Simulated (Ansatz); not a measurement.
Input and output of a self-consistent single point for LuF₃ (P3m1, 4 atoms in the cell) (Ansatz, a quantum-chemistry and plane-wave program).

Method: PBEsol, default PAW files made with PBE (plane waves; Ansatz).

The change in words: lattice scaled by 0.98; kpoints.mp_grid.grid: 8 8 6 → 19 19 15. Reference geometry:
```
LuF3
1.0
    3.82734     0.00000     0.00000
   -1.91367     3.31457     0.00000
    0.00000     0.00000     4.21981
Lu F
1 3
Direct
  0.00000   0.00000   0.51185
  0.33333   0.66667   0.60999
  0.66667   0.33333   0.39001
  0.00000   0.00000   0.00000
```

Reference input (self-consistent single point, DFT, PBEsol, plane waves, default PAW files made with PBE): basis.ecutwfc = 420 eV; kpoints.mp_grid.grid = 8 8 6; hamiltonian.xc = pbesol; hamiltonian.pseudopotentials = {kind: paw} (the program's default PAW files); scf.occupations.method = fixed. This run's input differs from it in these lines:

Ansatz 0.2 input:
```diff
@@ -2,5 +2,5 @@
   lattice:
-    - [3.827338, 0.000000, 0.000000]
-    - [-1.913669, 3.314572, 0.000000]
-    - [0.000000, 0.000000, 4.219812]
+    - [3.750791, 0.000000, 0.000000]
+    - [-1.875396, 3.248281, 0.000000]
+    - [0.000000, 0.000000, 4.135416]
   atoms:
@@ -14,3 +14,3 @@
   mp_grid:
-    grid: [8, 8, 6]
+    grid: [19, 19, 15]
 hamiltonian:
```

Log, with long lists cut:

```
SCF iter   1: F=—  HF=-17020.254126 eV  |F-HF|=—  |Δ(HF+E_count)|=         —  Δρ=1.56e-2  dr2=7.63e-2  ethr=1.77e-3  ⟨swp⟩=5.0  Hψ=63629  notcnv=0  defer=1482
all-band conjugate gradients solve this SCF's bands
preconditioner: auto → Resta (q_TF=auto, 2.687 Å⁻¹)
SCF iter   2: F=—  HF=-17020.229736 eV  |F-HF|=—  |Δ(HF+E_count)|=   2.44e-2  Δρ=2.02e-3  dr2=1.01e-3  ethr=1.66e-4  ⟨swp⟩=2.4  Hψ=32485  notcnv=0  defer=1566
   [... lines left out ...]
SCF iter   5: F=—  HF=-17020.229906 eV  |F-HF|=—  |Δ(HF+E_count)|=   9.87e-5  Δρ=1.10e-4  dr2=7.22e-6  ethr=4.99e-8  ⟨swp⟩=3.0  Hψ=36037  notcnv=0  defer=1138
SCF iter   6: F=—  HF=-17020.229907 eV  |F-HF|=—  |Δ(HF+E_count)|=   1.32e-6  Δρ=5.91e-5  dr2=2.14e-6  ethr=1.57e-8  ⟨swp⟩=3.0  Hψ=32846  notcnv=0  defer=1191
SCF iter   7: F=—  HF=-17020.229907 eV  |F-HF|=—  |Δ(HF+E_count)|=   5.50e-7  Δρ=1.92e-5  dr2=2.46e-7  ethr=4.65e-9  ⟨swp⟩=2.0  Hψ=26844  notcnv=0  defer=1216
SCF iter   8: F=-17020.229907 eV  HF=-17020.229907 eV  |F-HF|=3.43e-8  |Δ(HF+E_count)|=   1.87e-7  Δρ=7.60e-6  dr2=4.04e-8  ethr=2.17e-10  ⟨swp⟩=12.7  Hψ=107491  notcnv=0
SCF 1 converged in 8 iterations: F = -17020.229907 eV  dr2 = 4.04e-8
Free energy (F): -17020.229907 eV
Internal energy: -17020.229907 eV  (E = F + TS)
E sigma→0 (E₀):  -17020.229907 eV
Fermi energy:    7.212606 eV
--- Forces (eV/Å), atoms counted from 1 ---
  atom   1  Lu    -0.00000000     0.00000000    -0.88509395
  atom   2  F      0.00000000    -0.00000000     0.42754730
  atom   3  F     -0.00000000     0.00000000    -0.27951164
  atom   4  F      0.00000000    -0.00000000     0.73709277
--- Stress (GPa, compression-positive) ---
       11.873275      -0.000000       0.000000
        0.000000      11.873275      -0.000000
        0.000000      -0.000000      14.847891
  P = ⅓ Tr σ = 12.8648 GPa (128.648 kbar)
  The stress holds the Pulay correction. Without it, at fixed plane waves, as pw.x and ABINIT print it: P = 12.0443 GPa
```

The run converged in 8 iterations. Against the reference run the free energy goes up by 39.1 meV/atom, the pressure goes from 3.53 to 12.86 GPa, the largest force goes from 0.692 to 0.885 eV/Å and the gap on the mesh goes from 6.642 to 6.581 eV.

The starting cell comes from a database of computed structures (which also holds hypothetical and non-ambient phases and stackings), without a prior relaxation at this level. Its lattice was rescaled by up to half a per cent. One atom was moved a little off its site on purpose. For this run, on top of that: lattice scaled by 0.98. Spin-orbit coupling is off. With a pressure of about 13 GPa the cell is away from its equilibrium volume at this level. Ansatz's pressure includes its estimate of the finite-basis (Pulay) stress. Without the estimate this run gives 12.04 GPa.

Cost on one core of a shared machine: roughly 2 min.
